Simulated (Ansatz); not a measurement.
Take AlAs in the wurtzite structure (space group P6_3mc, No. 186; a = 4.003 Å, c = 6.581 Å; a model cell, its experimental status unchecked) as the base. Axes: x lies along a and z along c of the hexagonal cell.

Method: plane-wave PAW DFT at the PBEsol level (Ansatz, a first-principles code, 420 eV), without spin-orbit coupling.

The change: an isotropic linear strain of −2.24 %; the atoms relax in the strained cell.

Task: Predict the stress tensor and what it implies for the stiffness.

Result: Stress of the strained cell less that of the base (GPa, compression positive):
```
   5.63    0.00    0.00
   0.00    5.63    0.00
   0.00    0.00    5.74
```

Then B = −ΔP/(ΔV/V₀) with ΔV/V₀ = -0.0657 gives secant stiffness values (nonlinear terms included at this strain): B (at held cell shape, above the free-shape value) ≈ 86 GPa.

As a check, the harmonic strain energy −½ V₀ Δσ:ε is 27 meV/atom; the computed energy rise is 25 meV/atom.

Whether these cells are dynamically stable was not tested. This is not the structure that AlAs has at room temperature and ambient pressure.
